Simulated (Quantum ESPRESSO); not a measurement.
# Refining one setting for SrSi (Cmcm, 4 atoms in the cell)

```
SrSi
1.0
    2.41500     5.66500     0.00000
   -2.41500     5.66500     0.00000
    0.00000     0.00000     4.04000
Sr Si
2 2
Direct
  0.36000   0.36000   0.75000
  0.64000   0.64000   0.25000
  0.06600   0.06600   0.75000
  0.93400   0.93400   0.25000
```

Method of the run: PBEsol, GBRV 1.5 ultrasoft (PBESOL) pseudopotentials (plane waves; Quantum ESPRESSO).

The starting cell comes from a database of published, mostly measured structures (it also holds non-ambient and calculated ones), without a prior relaxation at this level.

Held fixed: ecutwfc = 40 Ry; ecutrho = 200 Ry; occupations = smearing; smearing = mp; degauss = 0.0073499 Ry; potentials = {Sr: sr_pbesol_v1.uspp.F.UPF, Si: si_pbesol_v1.uspp.F.UPF}; K_POINTS = automatic 6 6 7 0 0 0; mixing_beta = 0.7.

ΔF is the free energy per atom less that of the last row (7.3e-14 Ry).

| conv_thr | ΔF (meV/atom) | pressure (GPa) | largest force (eV/Å) | iterations |
|---|---|---|---|---|
| 0.0073 Ry | 10.0 | -1.41 | 0.215 | 3 |
| 0.00073 Ry | 0.11 | -1.65 | 0.313 | 5 |
| 7.3e-05 Ry | 0.11 | -1.65 | 0.313 | 5 |
| 7.3e-06 Ry | 0.00 | -1.72 | 0.302 | 6 |
| 7.3e-07 Ry | 0.00 | -1.70 | 0.303 | 7 |
| 7.3e-08 Ry | 0.00 | -1.70 | 0.303 | 7 |
| 1e-08 Ry | 0.00 | -1.70 | 0.303 | 8 |
| 7.3e-10 Ry | 0.00 | -1.70 | 0.303 | 9 |
| 7.3e-12 Ry | 0.00 | -1.70 | 0.303 | 10 |
| 7.3e-14 Ry | 0.00 | -1.70 | 0.303 | 12 |

Energy within 0.5 meV/atom of the last row: from conv_thr = 0.00073 Ry on; the one before it is off by 10.0 meV/atom.

Pressure within 0.1 GPa of the last row: from conv_thr = 0.00073 Ry on; the one before it is off by 0.29 GPa. The value it settles on is -1.70 GPa at this level of theory and with the other settings as held.
